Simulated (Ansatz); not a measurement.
The starting structures come from a database of crystals and need not be the phases stable at ambient conditions.

Inside the gap of an insulator the Bloch states are evanescent, with a wavenumber k + iκ along the transport direction.

Input:

```yaml
crystal:
  lattice:
    - [5.90415, 0.00000, 0.00000]
    - [2.95207, 7.94343, 0.00000]
    - [0.00000, 2.19420, 5.48128]
  atoms:
    - { symbol: Cs, position: [0.75000, 0.50000, 0.25000] }
    - { symbol: Cs, position: [0.00000, 0.00000, 0.00000] }
    - { symbol: Re, position: [0.50000, 0.00000, 0.50000] }
    - { symbol: Re, position: [0.25000, 0.50000, 0.75000] }
    - { symbol: O, position: [0.55974, 0.36488, 0.81756] }
    - { symbol: O, position: [0.56756, 0.86488, 0.80974] }
    - { symbol: O, position: [0.07538, 0.36488, 0.81756] }
    - { symbol: O, position: [0.56756, 0.86488, 0.32538] }
    - { symbol: O, position: [0.19026, 0.13512, 0.43244] }
    - { symbol: O, position: [0.18244, 0.63512, 0.92462] }
    - { symbol: O, position: [0.67462, 0.13512, 0.43244] }
    - { symbol: O, position: [0.18244, 0.63512, 0.44026] }
```

Space group of this cell: I4_1/amd. The cell is taken as given; by r2SCAN its mean pressure is -2.1 GPa.

Transport runs along the normal of the first two printed cell vectors, the (101) plane of the conventional cell.

The gap is the functional's own, uncorrected, and κ follows it; spin-orbit coupling is left out. Mid-gap values are interpolated between the computed energies.

**Question.** State the band gap and the smallest decay constant κ at mid-gap according to Ansatz (a quantum-chemistry and plane-wave program) with r2SCAN.

**Answer.** Gap 4.65 eV on a 6×6×6 mesh; κ = 0.574 1/Å, at (0.000, 0.250) of the in-plane reciprocal vectors. At the zone centre, at the nearest computed energy, the slowest state has κ = 0.59 1/Å.
